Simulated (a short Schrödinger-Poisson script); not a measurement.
Stack: gated Al0.4Ga0.6N/GaN polarisation-induced gas, at 300 K.

```csv
layer,material,thickness (nm),Na (cm⁻³)
1,Al0.4Ga0.6N,20,-
2,GaN,6000,9e14
```

The device is made up for the run: typed textbook-type constants, with dimensions and the other settings drawn at random. Al0.4Ga0.6N: permittivity 9.26, conduction-band edge (eV) 0.58, gap (eV) 4.258, electron mass (mₑ) 0.248, Nv at 300 K (cm⁻³) 4.6e19. GaN: permittivity 9.5, conduction-band edge (eV) 0, gap (eV) 3.43, Nv at 300 K (cm⁻³) 4.6e19.

Channel valleys (confinement mass, in-plane density-of-states mass, number): Γ 0.2, 0.2, 1. At the gate the conduction-band edge of layer 1 lies 1.36 eV − eVg above the Fermi level of the channel; the field vanishes at the back. Sheet of polarisation charge: +2e13 e/cm² at 20 nm from the gate. The barrier under the gate holds no holes. Gaps are held at their typed values at every temperature. Mesh 0.08 nm at interfaces.

From a short Schrödinger-Poisson script (our own, NumPy): 1D Poisson equation in equilibrium, electrons quantum, Hartree (BenDaniel-Duke, 40 states a valley, the channel's in-plane mass for all, wave functions free to enter the barrier), parabolic valleys, classical holes, full ionisation, no traps, pinning or gate leakage.

The same stack at other levels of the model or other numerical settings:

```
run                                                                  sheet density of all electrons at Vg = 0.5 V (cm⁻²)  sheet density of all electrons at Vg = -4.5 V (cm⁻²)  capacitance at Vg = 0.5 V (μF/cm²)  centroid of the channel electrons at Vg = 0.5 V (nm)  rough cost against the base
-------------------------------------------------------------------  ---------------------------------------------------  ----------------------------------------------------  ----------------------------------  ----------------------------------------------------  ---------------------------
base                                                                                                             1.78e13                                               5.66e12                               0.396                                                  1.81                      about 1
electrons treated as classical, Boltzmann                                                                        1.86e13                                               6.03e12                               0.406                                                  0.63                         0.02
electrons treated as classical, Fermi-Dirac                                                                      1.78e13                                               5.78e12                               0.388                                                  1.61                         0.09
electrons treated as quantum, Hartree plus LDA exchange-correlation                                              1.79e13                                               5.76e12                               0.396                                                  1.66                            2
mesh six times as coarse                                                                                         1.78e13                                               5.66e12                               0.396                                                  1.75                          0.2
one subband a valley                                                                                             1.77e13                                               5.65e12                               0.393                                                  1.29                          0.5
```

The classical rows ignore confinement, and Boltzmann statistics overrate the density once the band edge passes the Fermi level.
